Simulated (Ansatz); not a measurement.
Band structure of CsInBr₃ (P4mm, 5 atoms in the cell).

```
CELL_PARAMETERS angstrom
      5.69176     0.00000     0.00000
      0.00000     5.69176     0.00000
      0.00000     0.00000     5.68992
ATOMIC_POSITIONS crystal
  Cs 0.50000 0.50000 0.00638
  In 0.00000 0.00000 0.51426
  Br 0.00000 0.50000 0.51351
  Br 0.50000 0.00000 0.51351
  Br 0.00000 0.00000 0.01404
```

Method: PBEsol, default PAW files made with PBE (plane waves; Ansatz, an electronic-structure program).

Settings: kpoints.mp_grid.grid = 7 7 7; hamiltonian.xc = pbesol; hamiltonian.pseudopotentials = {kind: paw} (the program's default PAW files); scf.occupations.method = cold; scf.occupations.width = 0.272 eV; kpoints.band_path.npoints = 10.

The starting cell comes from a database of computed structures (which also holds hypothetical and non-ambient phases and stackings), without a prior relaxation at this level.

Levels in eV from the Fermi level, bands 19 to 26:
```csv
point,19,20,21,22,23,24,25,26
Γ,-2.63,-2.43,-2.43,-2.43,2.71,3.61,3.61,4.42
X,-2.79,-2.59,-2.59,-0.17,3.62,4.22,4.80,4.83
M,-2.90,-2.63,-2.07,1.25,2.93,2.93,4.91,5.35
Z,-2.80,-2.59,-2.59,-0.16,3.62,4.22,4.81,4.83
R,-2.91,-2.63,-2.07,1.25,2.93,2.94,4.91,5.35
A,-2.06,-2.06,-2.06,2.16,2.16,2.16,2.62,4.18
```

Bands cross the Fermi level along this path, so the cell is metallic at this level.

Keys are those of Ansatz 0.2.
